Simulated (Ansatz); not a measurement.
Crystal: GaN (F-43m, zinc blende, 2 atoms a cell, 11.4 Å³ an atom); both levels run on this one cell.

Complex bands along the normal of (001) by Ansatz (plane waves, PAW, no spin-orbit coupling). r2SCAN gives a gap of 2.13 eV and a slowest mid-gap decay of 0.154 1/Å.

Question: What does PBE give on the same cell, and what does that do to the current through 2 nm?

Answer: Gap 1.72 eV, κ = 0.133 1/Å. The mid-gap transmission through 2 nm changes by exp(2 × 20 × (0.154 − 0.133)) = a factor of 2.3 against r2SCAN.

Ansatz is an electronic-structure program.
